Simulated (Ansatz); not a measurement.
The starting structures come from a database of crystals and need not be the phases stable at ambient conditions.

Input:

```yaml
crystal:
  lattice:
    - [4.54535, 0.00000, 0.00000]
    - [0.00000, 5.51962, 0.00000]
    - [0.00000, 0.00000, 4.90920]
  atoms:
    - { symbol: Ti, position: [0.50000, 0.32701, 0.75000] }
    - { symbol: Ti, position: [0.50000, 0.67299, 0.25000] }
    - { symbol: Ti, position: [0.00000, 0.17299, 0.25000] }
    - { symbol: Ti, position: [0.00000, 0.82701, 0.75000] }
    - { symbol: O, position: [0.27145, 0.38172, 0.08135] }
    - { symbol: O, position: [0.72855, 0.61828, 0.91865] }
    - { symbol: O, position: [0.22855, 0.11828, 0.58135] }
    - { symbol: O, position: [0.77145, 0.88172, 0.41865] }
    - { symbol: O, position: [0.77145, 0.11828, 0.91865] }
    - { symbol: O, position: [0.22855, 0.88172, 0.08135] }
    - { symbol: O, position: [0.72855, 0.38172, 0.41865] }
    - { symbol: O, position: [0.27145, 0.61828, 0.58135] }
```

Space group of this cell: Pbcn. The cell is taken as given; by r2SCAN its mean pressure is -1.2 GPa.

The current runs along the normal of the first two printed vectors. All runs by Ansatz (an electronic-structure program), plane waves and PAW, without spin-orbit coupling; the base is r2SCAN.

| run | mean pressure (GPa) | gap (eV) | mid-gap κ (1/Å) |
|---|---|---|---|
| base | -1.2 | 2.99 | 0.365 |
| all lengths scaled by 0.98 | 16.0 | 3.22 | 0.371 |
| all lengths scaled by 1.02 | -14.3 | [?] | [?] |
| lengths across the current scaled by 0.98, ions clamped | 9.5 | [?] | [?] |
| lengths across the current scaled by 1.02, ions clamped | -10.0 | [?] | [?] |
| lengths along the current scaled by 0.97, ions clamped | 7.5 | 3.14 | 0.383 |
| lengths along the current scaled by 1.03, ions clamped | -8.5 | 2.82 | 0.349 |

**Question.** What belongs in the gaps?

**Answer.** 
- all lengths scaled by 1.02, gap (eV): 2.77
- all lengths scaled by 1.02, mid-gap κ (1/Å): 0.358
- lengths across the current scaled by 0.98, ions clamped, gap (eV): 3.10
- lengths across the current scaled by 0.98, ions clamped, mid-gap κ (1/Å): 0.360
- lengths across the current scaled by 1.02, ions clamped, gap (eV): 2.88
- lengths across the current scaled by 1.02, ions clamped, mid-gap κ (1/Å): 0.369
